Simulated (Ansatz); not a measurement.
# SiC with two functionals, pressure 30 GPa

Consider SiC in the wurtzite structure (space group P6_3mc, No. 186; a = 3.0919 Å, c = 5.0742 Å).

(Cell as relaxed with PBE.)

Levels (all Ansatz, a quantum-chemistry and plane-wave program, PAW, earlier PAW set): PBE (420 eV, without spin-orbit coupling); r2SCAN (500 eV, scalar-relativistic without spin-orbit coupling).

Each level relaxes its own structure.

| base | PBE | r2SCAN |
|---|---|---|
| volume per atom | 10.50 Å³ | 10.34 Å³ |
| lattice parameter a | 3.092 Å | 3.075 Å |
| band gap | 2.31 eV | 2.65 eV |

The change: cell and atoms relaxed at a pressure of 30 GPa.

| quantity | PBE | r2SCAN |
|---|---|---|
| band gap | 2.10 eV | 2.49 eV |
| shift of the gap caused by the change | -0.21 eV | -0.16 eV |
| smallest direct gap | 4.16 eV | 4.72 eV |

PBE's band gap lies 0.39 eV below r2SCAN's; PBE's shift of the gap caused by the change lies 0.044 eV below r2SCAN's; PBE's smallest direct gap lies 0.56 eV below r2SCAN's. Neither level is exact; r2SCAN is the comparison here, not a measurement.

Load acts through the strain it causes; cell and atoms are relaxed under it. Whether these cells are dynamically stable was not tested. Competing high-pressure phases were not computed.
